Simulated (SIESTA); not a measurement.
Worked example: self-consistent single point of Al₅Co₂ (P6_3/mmc, 28 atoms in the cell) in SIESTA.

Computed with LDA PW92, numerical atomic orbitals DZP, PseudoDojo LDA standard norm-conserving potentials (rewritten from UPF to PSML) in SIESTA.

The change in words: lattice scaled by 1.015; MeshCutoff: 300 Ry → 180 Ry. Reference geometry:
```
CELL_PARAMETERS angstrom
      7.60474     0.00000     0.00000
     -3.80237     6.58590     0.00000
      0.00000     0.00000     7.51398
ATOMIC_POSITIONS crystal
  Al 0.00000 0.00000 0.00000
  Al 0.00000 0.00000 0.50000
  Al 0.46813 0.93625 0.25000
  Al 0.53187 0.06375 0.75000
  Al 0.53187 0.46813 0.75000
  Al 0.46813 0.53187 0.25000
  Al 0.06375 0.53187 0.25000
  Al 0.93625 0.46813 0.75000
  Al 0.19395 0.38791 0.93916
  Al 0.80605 0.61209 0.06084
  Al 0.80605 0.19395 0.43916
  Al 0.19395 0.80605 0.56084
  Al 0.61209 0.80605 0.93916
  Al 0.38791 0.19395 0.06084
  Al 0.80605 0.61209 0.43916
  Al 0.19395 0.38791 0.56084
  Al 0.19395 0.80605 0.93916
  Al 0.80605 0.19395 0.06084
  Al 0.38791 0.19395 0.43916
  Al 0.61209 0.80605 0.56084
  Co 0.33333 0.66667 0.75000
  Co 0.66667 0.33333 0.25000
  Co 0.12698 0.25397 0.25000
  Co 0.87301 0.74603 0.75000
  Co 0.87301 0.12698 0.75000
  Co 0.12698 0.87301 0.25000
  Co 0.74603 0.87301 0.25000
  Co 0.25397 0.12698 0.75000
```

Reference input (self-consistent single point, DFT, LDA PW92, numerical atomic orbitals DZP, PseudoDojo LDA standard norm-conserving potentials (rewritten from UPF to PSML)): XC.functional = LDA; XC.authors = PW92; potentials = PseudoDojo LDA standard; PAO.BasisSize = DZP; PAO.EnergyShift = 0.01 Ry; MeshCutoff = 300 Ry; kgrid.MonkhorstPack = 4 4 4; OccupationFunction = FD; ElectronicTemperature = 580.23 K; MaxSCFIterations = 150; SCF.Mixer.Method = Broyden; SCF.Mixer.Weight = 0.2. This run's input differs from it in these lines:

```diff
@@ -12,5 +12,5 @@
 %block LatticeVectors
-     7.604740000    0.000000000    0.000000000
-    -3.802370000    6.585898000    0.000000000
-     0.000000000    0.000000000    7.513980000
+     7.718811000    0.000000000    0.000000000
+    -3.859406000    6.684686000    0.000000000
+     0.000000000    0.000000000    7.626690000
 %endblock LatticeVectors
@@ -52,3 +52,3 @@
 PAO.EnergyShift              0.01 Ry
-MeshCutoff                   300 Ry
+MeshCutoff                   180 Ry
 %block kgrid.MonkhorstPack
```

Output, abridged:

```
        iscf     Eharris(eV)        E_KS(eV)     FreeEng(eV)     dDmax    Ef(eV) dHmax(eV)
   scf:    1   -33834.614508   -34351.595116   -34351.629588  1.651313 -3.863905 39.505128
   scf:    2   -33688.395273   -34367.753986   -34367.800227  0.461837 -6.021809 39.426689
   scf:    3   -34602.810629   -34544.615546   -34544.652530  0.170085 -5.503105 11.808451
   scf:    4   -34557.570242   -34556.082776   -34556.121300  0.103529 -5.296751  4.379727
   scf:    5   -34551.247561   -34558.107272   -34558.154931  0.099713 -5.129502  3.846811
   scf:    6   -34541.486809   -34555.318903   -34555.353757  0.111775 -5.303797  5.668136
   [... lines left out ...]
   scf:    9   -34560.019730   -34559.982212   -34560.023352  0.018154 -5.208322  0.059430
   scf:   10   -34559.982358   -34559.982483   -34560.023709  0.001088 -5.207191  0.037907
   scf:   11   -34559.982483   -34559.982510   -34560.023735  0.000263 -5.207501  0.031792
   scf:   12   -34559.982646   -34559.982597   -34560.023811  0.000766 -5.208516  0.004864
   scf:   13   -34559.982603   -34559.982601   -34560.023816  0.000205 -5.208742  0.003696
   scf:   14   -34559.982607   -34559.982604   -34560.023817  0.000094 -5.208920  0.001075
   scf:   15   -34559.982605   -34559.982605   -34560.023817  0.000038 -5.209000  0.000901
SCF Convergence by DM+H criterion
max |DM_out - DM_in|         :     0.0000382817
max |H_out - H_in|      (eV) :     0.0009007450
SCF cycle converged after 15 iterations

Using DM_out to compute the final energy and forces

siesta: E_KS(eV) =           -34559.9826

siesta: E_KS - E_eggbox =    -34559.9826

siesta: Atomic forces (eV/Ang):
     1   -0.000001   -0.000000   -0.000011
     2   -0.000001   -0.000000    0.000011
     3   -0.000014    0.121902    0.000000
   [... 25 lines left out ...]
   Tot    0.000000    0.000000    0.000000
   Max    0.190503
   Res    0.079540    sqrt( Sum f_i^2 / 3N )
   Max    0.190503    constrained

Stress tensor Voigt[x,y,z,yz,xz,xy] (kbar):      106.53      106.53      104.17        0.00        0.00        0.00
(Free)E + p*V (eV/cell)   -34585.9958
Target enthalpy (eV/cell)   -34560.0238

   [... lines left out ...]
siesta: FreeEng =    -34560.023817
   [... lines left out ...]
siesta:     0.066489    0.000000    0.000000
siesta:     0.000000    0.066489    0.000000
siesta:     0.000000    0.000000    0.065019

siesta: Cell volume =        393.520638 Ang**3

siesta: Pressure (static):
siesta:                Solid            Molecule  Units
siesta:          -0.00071882         -0.00069804  Ry/Bohr**3
siesta:          -0.06599900         -0.06409107  eV/Ang**3
siesta:        -105.74205805       -102.68520912  kBar
```

The run converged in 15 iterations. Against the reference run the free energy rises by 30.7 meV/atom, the pressure goes from -5.20 to -10.57 GPa and the largest force goes from 0.090 to 0.191 eV/Å.

The starting cell comes from a database of computed structures (which also holds hypothetical and non-ambient phases and stackings), without a prior relaxation at this level. For this run, on top of that: lattice scaled by 1.015. Spin polarisation is off. Values carry the incompleteness of an atom-centred basis.

Cost on one core of a shared machine: roughly 8 min.
